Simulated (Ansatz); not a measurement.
# Os: response to strain

The parent structure is Os in the hcp (Mg type) structure (space group P6_3/mmc, No. 194; relaxed with 0.1 eV smearing).

```xyz
2
Lattice="2.7543 0.0000 0.0000 -1.3772 2.3853 0.0000 0.0000 0.0000 4.3474" Properties=species:S:1:pos:R:3 pbc="T T T"
Os     1.3772     0.7951     3.2605
Os     0.0000     1.5902     1.0868
```

Strains are applied to the cell and any free atomic positions relax.

The values are results of PBE (Ansatz, an electronic-structure program, PAW, spin-orbit coupling left out), not measurements.

Notes on the quantities. energy relative to the base: free energy F; pressure: mean of the normal stresses, compression positive.

```json
[
 {"variant": "base", "energy relative to the base": "0 meV/atom", "shortest interatomic distance": "2.693 Å", "pressure": "0.0 GPa"},
 {"variant": "isotropic strain −3.00 %", "energy relative to the base": "+161 meV/atom", "shortest interatomic distance": "2.612 Å", "pressure": "45.1 GPa"},
 {"variant": "isotropic strain −2.50 %", "energy relative to the base": "…", "shortest interatomic distance": "2.626 Å", "pressure": "36.2 GPa"},
 {"variant": "isotropic strain −1.50 %", "energy relative to the base": "+38 meV/atom", "shortest interatomic distance": "2.653 Å", "pressure": "20.1 GPa"},
 {"variant": "isotropic strain −1.00 %", "energy relative to the base": "+17 meV/atom", "shortest interatomic distance": "2.666 Å", "pressure": "12.9 GPa"},
 {"variant": "isotropic strain −0.50 %", "energy relative to the base": "+4.1 meV/atom", "shortest interatomic distance": "2.680 Å", "pressure": "6.2 GPa"},
 {"variant": "isotropic strain +0.50 %", "energy relative to the base": "+3.9 meV/atom", "shortest interatomic distance": "2.707 Å", "pressure": "-5.7 GPa"},
 {"variant": "isotropic strain +1.00 %", "energy relative to the base": "…", "shortest interatomic distance": "2.720 Å", "pressure": "-11.0 GPa"},
 {"variant": "isotropic strain +2.00 %", "energy relative to the base": "+59 meV/atom", "shortest interatomic distance": "2.747 Å", "pressure": "-20.4 GPa"},
 {"variant": "isotropic strain +2.50 %", "energy relative to the base": "+91 meV/atom", "shortest interatomic distance": "2.761 Å", "pressure": "-24.6 GPa"}
]
```

Some entries are withheld; estimate them.


- isotropic strain −2.50 %, energy relative to the base: +110 meV/atom
- isotropic strain +1.00 %, energy relative to the base: +15 meV/atom

No phonon test of stability was made. All final runs are without spin polarisation.
